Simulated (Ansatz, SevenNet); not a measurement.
## Ladder of methods for the bulk modulus of AlB2-type HfB₂

Reference value: 282 GPa (measured, room temperature, no zero-point or thermal correction, hydrostatic curve from radial diffraction; as tabulated in Experimental and computational studies of compression and deformation behavior …).

```csv
level (code),value (GPa),cell (Å³/atom)
SevenNet-l3i5,254,9.97
LDA (Ansatz),?,9.51
PBE (Ansatz),248,9.96
PBEsol (Ansatz),261,9.73
r²SCAN (Ansatz),255,9.88
```

Task: Some entries are withheld; supply them.

Result: 
- LDA (Ansatz, a quantum-chemistry and plane-wave program), value (GPa): 274

Differences against the reference: SevenNet-l3i5 -9.9 %, LDA -2.8 %, PBE -12.1 %, PBEsol -7.4 %, r²SCAN -9.6 %.

The reference is not for a static lattice or low temperature, so close values are not ranked against it.

The measured value isn't corrected to a static lattice, so vibrations enter the comparison. A static lattice is as a rule stiffer than a warm one, by over a tenth in soft solids.  Density-functional levels without +SOC have no spin–orbit coupling. Each level is taken at its own relaxed cell. Cutoffs differ between the levels. Ansatz's density-functional and Hartree–Fock values are scalar-relativistic unless marked +SOC, with PAW data made under PBE.

Machine-learned potentials (SevenNet-l3i5) are trained on DFT data: a solid inside that data is no test of them.

Differences are worked out from the printed values.
